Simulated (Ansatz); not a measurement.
We consider SiC₂N₄ (Pn-3m, No. 224, 14 atoms in the cell; start mp-30160), described by PBE0 (Ansatz, a program for electronic structure, PAW).

Numerical settings: plane-wave cutoff 460 eV, 4×4×4 k mesh, Fermi–Dirac smearing 0.01 eV, scalar-relativistic PAW data made under PBE.

Cell (relaxed with PBEsol):

```
CELL_PARAMETERS angstrom
      6.66845     0.00000     0.00000
      0.00000     6.66845     0.00000
      0.00000     0.00000     6.66845
ATOMIC_POSITIONS crystal
  Si 0.50000 0.50000 0.50000
  Si 0.00000 0.00000 0.00000
  C  0.75000 0.25000 0.25000
  C  0.25000 0.25000 0.75000
  C  0.25000 0.75000 0.25000
  C  0.75000 0.75000 0.75000
  N  0.14552 0.85448 0.14552
  N  0.64552 0.64552 0.64552
  N  0.85448 0.14552 0.14552
  N  0.35448 0.35448 0.64552
  N  0.14552 0.14552 0.85448
  N  0.64552 0.35448 0.35448
  N  0.85448 0.85448 0.85448
  N  0.35448 0.64552 0.35448
```

Task: Estimate the band gap that the calculation returns.

Result: 
- band gap: 6.31 eV (on the SCF k mesh) (direct)

Note: cell and atoms aren't relaxed at this level (largest force component 0.48 eV/Å, pressure -2.2 GPa).

It cost around 4 core-minutes (rough) of CPU time.

A start named mp-… is a Materials Project structure, which need not be a measured phase.
